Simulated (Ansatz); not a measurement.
The reference is HgSe in the zinc blende structure (space group F-43m, No. 216; a = 6.063 Å). Axes: x, y, z lie along the cube axes.

Computed with LDA/PAW in Ansatz (a program for electronic structure), no spin-orbit coupling.

Before the change:

The volume per atom comes out as 27.86 Å³ and the pressure is 0.0 GPa.

The change: biaxial strain −0.42 %, plane normal [111], relaxed out of plane (Cartesian); in-plane vectors clamped, the third vector and the atoms free.

Q: How does this affect the volume per atom?

A: The volume per atom shrinks by 0.12 Å³, from 27.86 Å³ to 27.74 Å³.

Q: How does this affect the pressure?

A: The pressure (mean of the normal stresses, compression positive) goes from zero to 0.3 GPa.

The mesh was chosen for an insulator and is coarse for the gapless case. Stability against distortions was not tested. All final runs are without spin polarisation.
